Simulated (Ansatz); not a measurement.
## Zone-centre phonon calculation of TiNi (P6mm, 6 atoms in the cell) at several settings

```xyz
6
Lattice="4.5038 0.0000 0.0000 -2.2519 3.9004 0.0000 0.0000 0.0000 4.7551" Properties=species:S:1:pos:R:3 pbc="T T T"
Ti     0.0000     0.0000     3.4444
Ti     2.2519     1.3001     0.7002
Ti     0.0000     2.6003     0.7002
Ni     0.0000     0.0000     1.0187
Ni     0.0000     2.6003     3.1073
Ni     2.2519     1.3001     3.1073
```

Base: PBEsol, default PAW files made with PBE in Ansatz (a first-principles code). Its settings: basis.ecutwfc = 420 eV; kpoints.mp_grid.grid = 6 6 5; hamiltonian.xc = pbesol; hamiltonian.pseudopotentials = {kind: paw} (the program's default PAW files); scf.occupations.method = fermi_dirac; scf.occupations.width = 0.1 eV. Starting volume 13.92 Å³ per atom.

Each line gives the change from the base single point and the result:

- kpoints.mp_grid.grid: 6 6 5 → 3 3 3; hamiltonian.xc: pbesol → lda; phonons.method: default → dfpt [DFT, LDA (PW92), plane waves, default PAW files made with PBE]: zone-centre frequencies (cm⁻¹; negative means imaginary) -105, -88, -88, 0, 0, 0, 87, 136, 136, 193, 193, 202, 214, 214, 214, 233, 245, 245.
- hamiltonian.xc: pbesol → lda; phonons.method: default → dfpt [DFT, LDA (PW92), plane waves, default PAW files made with PBE]: zone-centre frequencies (cm⁻¹; negative means imaginary) -111, -90, -90, 0, 0, 0, 84, 137, 137, 183, 183, 193, 207, 208, 208, 225, 225, 226.

The starting cell comes from a database of computed structures (which also holds hypothetical and non-ambient phases and stackings), without a prior relaxation at this level. Spin polarisation is off. In the base run, with a pressure of about -6 GPa the cell is away from its equilibrium volume at this level.

Frequencies and response belong to this unrelaxed cell, and polar modes hold no LO-TO splitting.

Left out of this page: 1 run of the series outside the window shown, repeating another row's setting, or not comparable.

Keys are those of Ansatz 0.2.
